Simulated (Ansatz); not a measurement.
A computed series for hypothetical zinc blende PbTe: pressure series

The reference is PbTe in the zinc blende structure (space group F-43m, No. 216; a = 7.336 Å; a hypothetical phase, not in the database extracts checked).

Cell and atoms are relaxed at each pressure.

Computed with Kohn–Sham DFT with the PBE functional, run in Ansatz (a first-principles code) with PAW and 420 eV plane waves, scalar-relativistic without spin-orbit coupling, earlier PAW set.

```csv
change,band gap,density,shortest interatomic distance
base,0.64 eV,5.63 g/cm³,3.176 Å
pressure −2 GPa,0.81 eV,5.09 g/cm³,3.286 Å
pressure −1 GPa,0.72 eV,5.39 g/cm³,3.224 Å
pressure 1.8 GPa,…,…,…
pressure 4.2 GPa,0.31 eV,6.42 g/cm³,3.041 Å
pressure 9 GPa,zero,7.09 g/cm³,2.942 Å
pressure 18 GPa,zero,8.04 g/cm³,2.821 Å
pressure 30 GPa,zero,9.03 g/cm³,2.714 Å
pressure 45 GPa,zero,10.02 g/cm³,2.622 Å
pressure 60 GPa,zero,10.82 g/cm³,2.555 Å
```

Problem. Some entries are withheld; estimate them.

Solution. 
- pressure 1.8 GPa, band gap: 0.49 eV
- pressure 1.8 GPa, density: 6.01 g/cm³
- pressure 1.8 GPa, shortest interatomic distance: 3.109 Å

A case with no gap was solved on a k-mesh chosen for an insulator, which is coarse for it. Spin-orbit coupling, missing from the scalar runs, can matter with Pb and Te. Load acts through the strain it causes; cell and atoms are relaxed under it. No phonon test of stability was made. No other phases were tried under pressure. The final runs are not spin-polarised. The zero or small gap of PbTe under pressure 9 GPa and PbTe under pressure 18 GPa can change with the level of theory.
